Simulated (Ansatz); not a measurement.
Functionals compared on CO on the 1x1 (0001) surface of hcp Ru, one in a 2x2 cell, started at the site 'top Ru', in Ansatz (plane waves, PAW). The structure was relaxed with PBE; the other rows are single points on it, each with its references at the same level. Cutoff 420 eV (500 eV for r2SCAN).

Slab: 18 atoms, 6.3 Å thick at the start under the adsorbate (thin: gaps and levels are the slab's own); k 6x6x1, smearing 0.1 eV, dipole-corrected; 8 atoms held, the rest relaxed; symmetry of the start imposed; no spin, no spin-orbit, no U, no dispersion correction. At the end it is bonded to Ru. In PBE it is, or lies within 0.03 eV of, the lowest of the starts that converged. These notes are the PBE run's. Adsorption energies are against CO(g). A negative adsorption energy means that the adsorbate is more stable on the surface than in its reference.

```
functional  adsorption energy (eV)  work function of the top face (eV)  change of the work function (eV)           rough cost of the single point
----------  ----------------------  ----------------------------------  --------------------------------  ---------------------------------------
PBE                          -1.90                                5.74                              0.74                                        –
RPBE                         -1.62                                5.60                              0.78                  roughly 50 core-seconds
r2SCAN                       -2.03                                5.82                              0.82  about 100 core-seconds (a rough figure)
```

Ansatz is a first-principles code.
